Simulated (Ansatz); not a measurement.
## Alloy series in La2O3

The reference is La₂O₃ (space group P-3m1, No. 164).

```
CELL_PARAMETERS angstrom
      3.90611     0.00000     0.00000
     -1.95305     3.38279     0.00000
      0.00000     0.00000     6.03995
ATOMIC_POSITIONS crystal
  La 0.33333 0.66667 0.24536
  La 0.66667 0.33333 0.75464
  O  0.00000 0.00000 0.00000
  O  0.33333 0.66667 0.64601
  O  0.66667 0.33333 0.35399
```

The other end (x = 1) is La$_{2}$S$_{3}$ (space group P-3m1, No. 164; a hypothetical phase, not in the database extracts checked): 25.55 Å³/atom, gap 2.11 eV; this end may not be an ambient phase.

S replaces a fraction x of O; each row is one arrangement (x, atoms in the cell, starting space group or random), fully relaxed.

Method: PBEsol (Ansatz, a first-principles code, PAW, scalar-relativistic without spin-orbit coupling).

For the base:

Band gap: 3.77 eV

Q: The aim is a band gap between 0.09 eV and 0.13 eV. Which of these changes reaches it?
A. x(S) = 0.5, 10 atoms, P2/m
B. x(S) = 0.5, 10 atoms, P-3m1
C. x(S) = 0.667, 10 atoms, P3m1

A: B, x(S) = 0.5, 10 atoms, P-3m1. It gives 0.12 eV; x(S) = 0.667, 10 atoms, P3m1 gives 2.30 eV; x(S) = 0.5, 10 atoms, P2/m gives 1.86 eV. Changes not listed may reach it too

These are small ordered cells, not random alloys; other orderings at the same x differ. Whether these cells are dynamically stable was not tested. Under x(S) = 0.5, 10 atoms, P-3m1 the cell changed shape so far that it is another structure. The zero or small gap of La4S3O3 can change with the level of theory.
